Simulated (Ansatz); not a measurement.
A computed series for CaF2: pressure series

Take CaF2 in the fluorite structure (space group Fm-3m, No. 225) as the base.

```yaml
crystal:
  lattice:
    - [0.00000, 2.75548, 2.75548]
    - [2.75548, 0.00000, 2.75548]
    - [2.75548, 2.75548, 0.00000]
  atoms:
    - { symbol: Ca, position: [0.00000, 0.00000, 0.00000] }
    - { symbol: F, position: [0.25000, 0.25000, 0.25000] }
    - { symbol: F, position: [0.75000, 0.75000, 0.75000] }
```

Cell and atoms are relaxed at each pressure.

All numbers come from Ansatz (a quantum-chemistry and plane-wave program) PBE, scalar-relativistic without spin-orbit coupling.

Two rows of this table had their results exchanged by mistake.

```
pressure          volume per atom (Å³)  shortest distance (Å)  band gap
----------------  --------------------  ---------------------  --------
pressure −2 GPa                  14.33                  2.408   6.98 eV
pressure −1 GPa                  14.13                  2.397   7.07 eV
pressure 0.3 GPa                 13.89                  2.383   7.16 eV
pressure 0.7 GPa                 13.83                  2.379   7.19 eV
pressure 1.5 GPa                 13.69                  2.372   7.25 eV
pressure 3 GPa                   13.46                  2.358   7.35 eV
pressure 5 GPa                   12.59                  2.306   7.77 eV
pressure 7.5 GPa                 12.87                  2.323   7.63 eV
pressure 10 GPa                  13.18                  2.342   7.48 eV
```

Q: Which two?

A: The rows for pressure 5 GPa and pressure 10 GPa: the volume has to fall steadily with pressure, so 13.18 Å³ belongs to pressure 5 GPa and 12.59 Å³ to pressure 10 GPa.

Load acts through the strain it causes; cell and atoms are relaxed under it. No phonon test of stability was made. Competing high-pressure phases were not computed.
